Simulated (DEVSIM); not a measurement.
Device: Au/SiO2/p-Si capacitor, at 300 K.

```csv
layer (left to right),material,thickness (nm),Na (cm⁻³)
1,SiO2,7.30,-
2,Si,2100,7.7e16
```

Metal gate on the left, work function 5.1 eV. Fixed charge at the semiconductor interface 2.3e12 cm⁻² (in units of +e); no interface traps.

The device is made up for the run: typed textbook-type constants, with dimensions and the other settings drawn at random. Values at 300 K.

```csv
parameter,SiO2,Si
gap (eV),9,1.124
affinity (eV),0.9,4.05
permittivity,3.9,11.7
Nc (cm⁻³),-,2.86e19
Nv (cm⁻³),-,3.1e19
```

DEVSIM, 1D Poisson equation in equilibrium, Boltzmann statistics, complete ionisation; no quantum confinement or tunnelling. Metal contacts follow the ideal Schottky-Mott rule: no Fermi-level pinning, no interface dipoles.

Task: Tabulate band edges, carrier densities and field at 0.1 V on the gate.

Result: Energies count from the Fermi level of the right contact; mesh points crowd at the junctions.

| x (μm) | Ec (eV) | Ev (eV) | n (cm⁻³) | p (cm⁻³) | field (V/cm) |
|---|---|---|---|---|---|
| 0.000 | 4.100 | -4.900 | < 1e2 | < 1e2 | -730000 |
| 0.001131 | 4.017 | -4.983 | < 1e2 | < 1e2 | -730000 |
| 0.003002 | 3.881 | -5.120 | < 1e2 | < 1e2 | -730000 |
| 0.005299 | 3.712 | -5.287 | < 1e2 | < 1e2 | -730000 |
| 0.007108 | 3.580 | -5.420 | < 1e2 | < 1e2 | -730000 |
| 0.008204 | 0.427 | -0.697 | 1.9e12 | 6.0e7 | 110000 |
| 0.01049 | 0.452 | -0.672 | 7.3e11 | 1.6e8 | 110000 |
| 0.01775 | 0.527 | -0.597 | 4.0e10 | 2.9e9 | 100000 |
| 0.03060 | 0.645 | -0.479 | 4.1e8 | 2.8e11 | 84000 |
| 0.05767 | 0.830 | -0.294 | 330000 | 3.5e14 | 52000 |
| 0.1147 | 0.962 | -0.162 | 1900 | 6.0e16 | 4300 |
| 0.2960 | 0.969 | -0.155 | 1500 | 7.7e16 | ≈ 0 |
| 0.6167 | 0.969 | -0.155 | 1500 | 7.7e16 | ≈ 0 |
| 1.221 | 0.969 | -0.155 | 1500 | 7.7e16 | ≈ 0 |
| 1.776 | 0.969 | -0.155 | 1500 | 7.7e16 | ≈ 0 |
| 1.951 | 0.969 | -0.155 | 1500 | 7.7e16 | ≈ 0 |
| 2.034 | 0.969 | -0.155 | 1500 | 7.7e16 | ≈ 0 |
| 2.073 | 0.969 | -0.155 | 1500 | 7.7e16 | ≈ 0 |
| 2.095 | 0.969 | -0.155 | 1500 | 7.7e16 | ≈ 0 |
| 2.102 | 0.969 | -0.155 | 1500 | 7.7e16 | ≈ 0 |
| 2.106 | 0.969 | -0.155 | 1500 | 7.7e16 | ≈ 0 |
| 2.107 | 0.969 | -0.155 | 1500 | 7.7e16 | ≈ 0 |
